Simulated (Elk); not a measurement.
Band structure of YbSi₂ (I4_1/amd, 6 atoms in the cell).

```xyz
6
Lattice="-2.1087 2.1087 6.7774 2.1087 -2.1087 6.7774 2.1087 2.1087 -6.7774" Properties=species:S:1:pos:R:3 pbc="T T T"
Yb     2.1087     0.0000     3.3887
Yb     0.0000     0.0000     6.7774
Si     0.0000     0.0000     1.1409
Si     0.0000     2.1087     4.5296
Si     0.0000     2.1087     2.2478
Si     0.0000     0.0000    12.4139
```

Computed with PBEsol, all-electron FP-LAPW, Elk's shipped species files, default APW+lo basis (Elk 10.2.4).

Settings: xctype = 22; stype = 0; swidth = 0.00734986 Ha; ngridk = 7 7 7; rmtscf = 0.92; maxscl = 100.

The starting cell comes from a database of computed structures (which also holds hypothetical and non-ambient phases and stackings), without a prior relaxation at this level. Spin-orbit coupling is off. Spin polarisation is off. Values depend on the basis (sphere radii, cutoffs, local orbitals), which need not be converged.

Levels in eV from the Fermi level, bands 29 to 36:
```json
[
 {"point": "Γ", "29": "-0.46", "30": "-0.42", "31": "-0.42", "32": "-0.22", "33": "-0.21", "34": "1.01", "35": "1.13", "36": "2.30"},
 {"point": "X", "29": "-0.50", "30": "-0.50", "31": "-0.49", "32": "-0.49", "33": "1.36", "34": "1.36", "35": "2.29", "36": "2.29"},
 {"point": "Y", "29": "-0.50", "30": "-0.50", "31": "-0.48", "32": "-0.48", "33": "1.26", "34": "1.26", "35": "2.46", "36": "2.46"},
 {"point": "S", "29": "-0.49", "30": "-0.45", "31": "-0.45", "32": "-0.28", "33": "-0.23", "34": "1.11", "35": "2.10", "36": "2.43"},
 {"point": "Z", "29": "-0.48", "30": "-0.48", "31": "-0.43", "32": "-0.43", "33": "1.05", "34": "1.05", "35": "1.79", "36": "1.79"},
 {"point": "S1", "29": "-0.49", "30": "-0.45", "31": "-0.45", "32": "-0.28", "33": "-0.23", "34": "1.11", "35": "2.10", "36": "2.43"},
 {"point": "N", "29": "-0.49", "30": "-0.48", "31": "-0.30", "32": "-0.29", "33": "0.01", "34": "0.01", "35": "1.66", "36": "2.37"},
 {"point": "P", "29": "-0.50", "30": "-0.50", "31": "-0.49", "32": "-0.49", "33": "0.92", "34": "0.92", "35": "3.17", "36": "3.17"},
 {"point": "Y1", "29": "-0.50", "30": "-0.50", "31": "-0.48", "32": "-0.48", "33": "1.26", "34": "1.26", "35": "2.46", "36": "2.46"}
]
```

Bands cross the Fermi level along this path, so the cell is metallic at this level.
